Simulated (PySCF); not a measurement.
PySCF 2.14.0, WB97X/def2-svp, df: W(NH)(NMe)(Br)(OSiH3) (C[N]=[W](=[NH])([Br])[O][SiH3]), 14 atoms. The geometry is a generated start, not checked to be a minimum at this level.

```
Item                                                 Value
-------------------------  -------------------------------
task                                                energy
method                                               wb97x
basis                                             def2-svp
two-electron scheme                        density fitting
mol.max_memory                                     3000 MB
mf.max_cycle                                           100
mf.init_guess                              minao (default)
mf.DIIS                                    CDIIS (default)
mf.diis_space                                  8 (default)
mf.conv_tol                                1e-09 (default)
mf.grids.level                                 3 (default)
effective core potentials  those of the basis set, past Kr
basis functions                                        173
grid points                                         188576
```

```xyz
14

W     -0.7355     0.3126     0.7892
N     -0.9894    -0.9890     1.9871
H     -1.1571    -1.8659     2.4890
N     -1.2133    -0.1444    -0.8741
C     -1.6129    -0.8135    -2.0656
H     -1.2905    -1.8647    -2.0461
H     -2.7062    -0.7936    -2.1686
H     -1.1807    -0.3356    -2.9547
Br    -2.1720     2.1623     1.4178
O      1.0676     0.9671     0.8117
Si     2.6782     0.8580     0.6791
H      2.9720     0.3453    -0.6705
H      3.1514    -0.0599     1.7302
H      3.1884     2.2213     0.8754
```

Charge 0 and multiplicity 1 are set for this test and not shown to be the ground state.

One run each on 2 threads, 1 BLAS thread. Values of level_shift (Hartree) tried: 0 (default), 0.1, 0.3, 1.

Task: Predict the course of the Fock builds along this series.

Result: Fewest Fock builds, within one of each other: 0 (default) with 17, 0.1 with 17. The count rises to 32 at 1. All converge to one solution.

```csv
level_shift (Hartree),Fock builds,end
0 (default),17,same solution
0.1,17,same solution
0.3,20,same solution
1,32,same solution
```
